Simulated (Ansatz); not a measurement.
Here is the system:

```xyz
10
Lattice="2.4715 1.4269 4.4292 -2.4715 1.4269 4.4292 0.0000 -2.8539 4.4292" Properties=species:S:1:pos:R:3 pbc="T T T"
Ga     0.0000     0.0000     4.7242
Ga     0.0000     0.0000     1.9197
Ga     0.0000     0.0000     8.5636
Ga     0.0000     0.0000    11.3681
O     -0.9708     1.4269     7.7512
O     -0.7503    -1.5542     7.7512
O      1.7212     0.1273     7.7512
O      0.9708    -1.4269     5.5366
O      0.7503     1.5542     5.5366
O     -1.7212    -0.1273     5.5366
```

No spin polarisation.

Calculations: plane-wave PAW DFT at the r2SCAN level (Ansatz, a program for electronic structure, 500 eV), spin-orbit coupling left out, earlier PAW set. k-mesh 8×8×8 (Γ-centred); smearing 0.05 eV (Fermi–Dirac).

### Question
Estimate the electron mass.

### Answer
0.26 mₑ (at Γ).

### Question
Estimate the band gap.

### Answer
3.88 eV.

### Question
What is the computed gap character?

### Answer
Indirect, Γ–S₀ (50 % along) → Γ.

### Question
What width of the top valence band does the calculation give?

### Answer
0.47 eV.

Load acts through the strain it causes; cell and atoms are relaxed under it. Masses are band curvatures over ±0.01 Å⁻¹ around the edge. Stability against distortions was not tested. No other phases were tried under pressure. The cell was made from Ga2O3 in the corundum structure (space group R-3c, No. 167) by this change: pressure 7 GPa.
